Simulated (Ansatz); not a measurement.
System: LuMgNO (model structure, started from the LaZnOP type, P4/nmm, No. 129, 8 atoms in the cell). Method: r²SCAN in Ansatz (plane waves, PAW).

Input:

Ansatz 0.2 input:
```yaml
crystal:
  lattice:
    - [3.7013762124, 0.0, 0.0]
    - [0.0, 3.7013762124, 0.0]
    - [0.0, 0.0, 7.5979550521]
  atoms:
    - { symbol: Lu, position: [0.0, 0.5, 0.8560208297] }
    - { symbol: Lu, position: [0.5, 0.0, 0.1439791703] }
    - { symbol: Mg, position: [0.0, 0.0, 0.5] }
    - { symbol: Mg, position: [0.5, 0.5, 0.5] }
    - { symbol: N, position: [0.5, 0.0, 0.6325791107] }
    - { symbol: N, position: [0.0, 0.5, 0.3674208893] }
    - { symbol: O, position: [0.5, 0.5, 0.0] }
    - { symbol: O, position: [0.0, 0.0, 0.0] }
basis:
  ecutwfc: 560
  ecutrho_ratio: 4
  xc_grid: 3
kpoints:
  mp_grid: { grid: [10, 10, 6] }
  band_path:
    path:
      - [0.0, 0.0, 0.0]
      - [0.0, 0.0625, 0.0]
      - [0.0, 0.125, 0.0]
      - [0.0, 0.1875, 0.0]
      - [0.0, 0.25, 0.0]
      - [0.0, 0.3125, 0.0]
      - [0.0, 0.375, 0.0]
      - [0.0, 0.4375, 0.0]
      - [0.0, 0.5, 0.0]
      - [0.0625, 0.5, 0.0]
      - [0.125, 0.5, 0.0]
      - [0.1875, 0.5, 0.0]
      - [0.25, 0.5, 0.0]
      - [0.3125, 0.5, 0.0]
      - [0.375, 0.5, 0.0]
      - [0.4375, 0.5, 0.0]
      - [0.5, 0.5, 0.0]
      - [0.458333, 0.458333, 0.0]
      - [0.416667, 0.416667, 0.0]
      - [0.375, 0.375, 0.0]
      - [0.333333, 0.333333, 0.0]
      - [0.291667, 0.291667, 0.0]
      - [0.25, 0.25, 0.0]
      - [0.208333, 0.208333, 0.0]
      - [0.166667, 0.166667, 0.0]
      - [0.125, 0.125, 0.0]
      - [0.083333, 0.083333, 0.0]
      - [0.041667, 0.041667, 0.0]
      - [0.0, 0.0, 0.166667]
      - [0.0, 0.0, 0.333333]
      - [0.0, 0.0, 0.5]
      - [0.0, 0.0625, 0.5]
      - [0.0, 0.125, 0.5]
      - [0.0, 0.1875, 0.5]
      - [0.0, 0.25, 0.5]
      - [0.0, 0.3125, 0.5]
      - [0.0, 0.375, 0.5]
      - [0.0, 0.4375, 0.5]
      - [0.0, 0.5, 0.5]
      - [0.0625, 0.5, 0.5]
      - [0.125, 0.5, 0.5]
      - [0.1875, 0.5, 0.5]
      - [0.25, 0.5, 0.5]
      - [0.3125, 0.5, 0.5]
      - [0.375, 0.5, 0.5]
      - [0.4375, 0.5, 0.5]
      - [0.5, 0.5, 0.5]
      - [0.458333, 0.458333, 0.5]
      - [0.416667, 0.416667, 0.5]
      - [0.375, 0.375, 0.5]
      - [0.333333, 0.333333, 0.5]
      - [0.291667, 0.291667, 0.5]
      - [0.25, 0.25, 0.5]
      - [0.208333, 0.208333, 0.5]
      - [0.166667, 0.166667, 0.5]
      - [0.125, 0.125, 0.5]
      - [0.083333, 0.083333, 0.5]
      - [0.041667, 0.041667, 0.5]
      - [0.0, 0.5, 0.166667]
      - [0.0, 0.5, 0.333333]
      - [0.5, 0.5, 0.166667]
      - [0.5, 0.5, 0.333333]
    npoints: 1
hamiltonian:
  xc: r2scan
  dispersion: none
  pseudopotentials: { kind: paw }
scf:
  occupations: { method: fermi_dirac, width: 0.01 }
  convergence: { dr2_threshold: 0.0000000008 }
output:
  forces: true
  stress: true
  eigenvalues: true
  write_bands: true
```

From the output:

```
Crystal: 8 atoms, lattice volume = 104.093 Å³
Basis set: ecut = 560 eV, 3117 PW (Γ), exchange–correlation on 90×90×180 points (27 copies of the dense FFT grid, shifted against one another)
Bands: 56, of which v1, the nominal top of the filled ones, is band 46 counted from 1 (45 counted from 0)
Symmetry: 16 space group operations
Space group: P4/nmm (ITA 129), of the structure as read, at distance tolerance 4.7e-5 Å
k-points: 84 of 600
Functional: x = r2scan, c = r2scan; τ floored in thin density (d = 2e-4 eV/Å³)
SCF iter   1: F=—  HF=-35257.295900 eV  |F-HF|=—  |Δ(HF+E_count)|=         —  Δρ=1.16e-2  dr2=1.07e-1  dr2_τ=3.25e-1
SCF iter   2: F=—  HF=-35257.474772 eV  |F-HF|=—  |Δ(HF+E_count)|=   1.79e-1  Δρ=7.29e-3  dr2=4.24e-2  dr2_τ=7.37e-3
  ...
SCF iter  11: F=—  HF=-35257.453522 eV  |F-HF|=—  |Δ(HF+E_count)|=  5.82e-11  Δρ=7.79e-7  dr2=3.88e-10  dr2_τ=2.45e-11
SCF iter  12: F=-35257.453522 eV  HF=-35257.453522 eV  |F-HF|=8.73e-11  |Δ(HF+E_count)|=  1.60e-10  Δρ=2.83e-7  dr2=5.88e-11  dr2_τ=1.13e-11
SCF 1 converged in 12 iterations: F = -35257.453522 eV  dr2 = 5.88e-11
SCF converged after 12 iterations
Free energy (F): -35257.453522 eV
Internal energy: -35257.453522 eV  (E = F + TS)
E sigma→0 (E₀):  -35257.453522 eV
Fermi energy:    12.176474 eV
--- Forces (eV/Å), atoms counted from 1 ---
  atom   1  Lu     0.00000000     0.00000000    -0.07063951
  atom   2  Lu     0.00000000     0.00000000     0.07063951
  atom   3  Mg     0.00000000     0.00000000     0.00000000
  atom   4  Mg     0.00000000     0.00000000    -0.00000000
  atom   5  N      0.00000000     0.00000000    -0.13192662
  atom   6  N      0.00000000     0.00000000     0.13192662
  atom   7  O      0.00000000     0.00000000     0.00000000
  atom   8  O      0.00000000     0.00000000    -0.00000000
--- Stress (GPa, compression-positive) ---
        0.630819       0.000000       0.000000
        0.000000       0.630819       0.000000
        0.000000       0.000000       1.278952
  P = ⅓ Tr σ = 0.8469 GPa (8.469 kbar)
```

The PAW data were made under PBE.

Note: the relaxation could raise the start's symmetry but not lower it, so the cell can be a saddle point. Note: cell and atoms aren't relaxed at this level (largest force component 0.13 eV/Å, pressure 0.8 GPa).

Computing time: about 2.2 core-minutes (a rough figure).

A model structure was made by putting elements into a prototype or built by hand; it is no filed structure, need not be a known phase, and can be a saddle point held by its symmetry.

Ansatz is a first-principles code.
